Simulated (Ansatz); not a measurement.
## MgO in the rock salt structure (space group Fm-3m, No. 225)

```
MgO
1.0
    0.00000     2.10744     2.10744
    2.10744     0.00000     2.10744
    2.10744     2.10744     0.00000
O Mg
1 1
Direct
  0.00000   0.00000   0.00000
  0.50000   0.50000   0.50000
```

Computed with DFT with PBEsol, PAW potentials and a 420 eV plane-wave cutoff in Ansatz (a quantum-chemistry and plane-wave program), no SOC, earlier PAW set. Settings: 13×13×13 k-points, 0.05 eV Fermi–Dirac smearing.

```yaml
volume_per_atom: 9.36 Å³
density: 3.58 g/cm³
band_gap: 4.62 eV, direct at Γ
electron_mass: 0.34 mₑ
Hole mass (degenerate bands, along [100]): 0.38, 2.1, 2.1 mₑ
Lowest conduction-band minima above the VBM: Γ 4.62 eV
total_energy: -1237.937 eV/atom (σ→0; compares only within this code and set-up)
```

Effective masses come from finite differences of ±0.01 Å⁻¹. No phonon test of stability was made.
